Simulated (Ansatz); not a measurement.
System: BN (model structure, started from the MgO type, Pm-3n, No. 223, 12 atoms in the cell). Method: PBEsol (PAW; Ansatz, a quantum-chemistry and plane-wave program).

Numerical settings: plane-wave cutoff 520 eV, 8×8×8 k mesh, Fermi–Dirac smearing 0.01 eV, scalar-relativistic PAW data made under PBE.

Cell (relaxed at this level):

```cif
data_B6N6
_chemical_formula_sum 'B6 N6'
_space_group_name_H-M_alt 'Pm-3n'
_space_group_IT_number 223
_space_group_name_Hall '-P 4n 2 3'
_cell_length_a 4.41936
_cell_length_b 4.41936
_cell_length_c 4.41936
_cell_angle_alpha 90.000
_cell_angle_beta 90.000
_cell_angle_gamma 90.000
loop_
_atom_site_label
_atom_site_type_symbol
_atom_site_symmetry_multiplicity
_atom_site_Wyckoff_symbol
_atom_site_fract_x
_atom_site_fract_y
_atom_site_fract_z
_atom_site_occupancy
B1 B 6 c 0.00000 0.50000 0.25000 1
N1 N 6 d 0.00000 0.25000 0.50000 1
```

Task: Estimate the band gap and Γ–Γ gap that the calculation returns.

Result: 
band gap: 4.41 eV (on the SCF k mesh)
Γ–Γ gap: 6.03 eV

Note: the relaxation could raise the start's symmetry but not lower it, so the cell can be a saddle point.

A model structure was made by putting elements into a prototype or built by hand; it is no filed structure, need not be a known phase, and can be a saddle point held by its symmetry.
